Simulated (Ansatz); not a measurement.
**hypothetical CsCl type LaAs with two functionals, pressure 2.1 GPa**

The parent structure is LaAs in the CsCl type structure (space group Pm-3m, No. 221; a = 3.7443 Å; a hypothetical phase, not in the database extracts checked).

(Cell as relaxed with PBE.)

Levels (all Ansatz, an electronic-structure program, PAW): PBE (420 eV, without spin-orbit coupling); r2SCAN (500 eV, without spin-orbit coupling).

Each level relaxes its own structure.

| base | PBE | r2SCAN |
|---|---|---|
| volume per atom | 26.25 Å³ | 26.23 Å³ |
| lattice parameter a | 3.744 Å | 3.743 Å |
| band gap | zero | zero |

The change: cell and atoms relaxed at a pressure of 2.1 GPa.

```tsv
quantity	PBE	r2SCAN
band gap	zero	[?]
shortest interatomic distance	3.211 Å	[?]
```

Q: Predict the r2SCAN column.

A: 
- band gap, r2SCAN: zero
- shortest interatomic distance, r2SCAN: 3.212 Å

The two agree on the band gap. Neither level is exact; r2SCAN is the comparison here, not a measurement.

Load acts through the strain it causes; cell and atoms are relaxed under it. Stability against distortions was not tested. All final runs are without spin polarisation.
